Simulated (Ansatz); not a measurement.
Consider the formation energy of the neutral V_O in Al2O3 (corundum, R-3c). Reaction: 2 Al2O3 (corundum) → cell A + 1/2 O2 (gas).

Cell A: a supercell of 10 sites of Al2O3 (corundum, R-3c) with one empty O site amid 4 Al; spin state with PBE: run without spin, k-point mesh 8×8×8.
```
Al4O5
1.0
    5.18031    -0.00045    -0.00031
    2.94944     4.25869    -0.00031
    2.94944     1.54487     3.96860
Al O
4 5
Direct
  0.14785   0.14337   0.14969
  0.85226   0.83969   0.87305
  0.35663   0.35215   0.35031
  0.66031   0.64774   0.62695
  0.05558   0.44442   0.75000
  0.24439   0.95111   0.55487
  0.74957   0.05935   0.44397
  0.54889   0.25561   0.94513
  0.44065   0.75043   0.05603
```

Reference: Al2O3 (corundum, R-3c), 10 atoms in the cell, the relaxed perfect crystal repeated, atoms not moved again, k-point mesh 8×8×8 on the run's own vectors.

Reference: an isolated O2 molecule (triplet) in a box of 11 × 11 × 13 Å.

All numbers come from Ansatz (a quantum-chemistry and plane-wave program), plane waves with PAW, its PAW set soft_1, cutoff 420 eV, 500 eV for r2SCAN. The structures are at rest with PBE, within the held lattices; other levels are single points on them. HSE06 runs on coarser k-point meshes, mended by the PBE difference between the two meshes. Neutral cells; Fermi-Dirac smearing of at most 0.05 eV in the solids, energies taken to zero width. The lattices are those relaxed with PBE, so at other levels the solids can be strained, which adds to the spread. A dispersion term (D3(BJ), or D4 for r2SCAN) was computed beside these levels and is taken off wherever the name lacks it. Space groups of crystals are read within 0.01 Å. Nuclei at rest; no vibrational terms. No structure search was made; lower ones may exist. Values are for these cell sizes. The cell is small for its defects, so this is an ordered compound on the host's lattice rather than an isolated defect. The value holds for the reservoirs listed; other chemical potentials shift it. Cell A has symmetry C2 within 0.02 Å and got no random move, so less symmetric positions, which may lie lower, weren't tried.

### Question
Predict the value from HSE06.

### Answer
7.18 eV, for 2 Al2O3 (corundum) → cell A + 1/2 O2 (gas).

### Question
How does the value move with the functional?

### Answer
```tsv
Method	value (eV)	less HSE06
r2SCAN	7.49	0.31
```

The levels shown span 0.31 eV, from HSE06 (7.18) to r2SCAN (7.49).
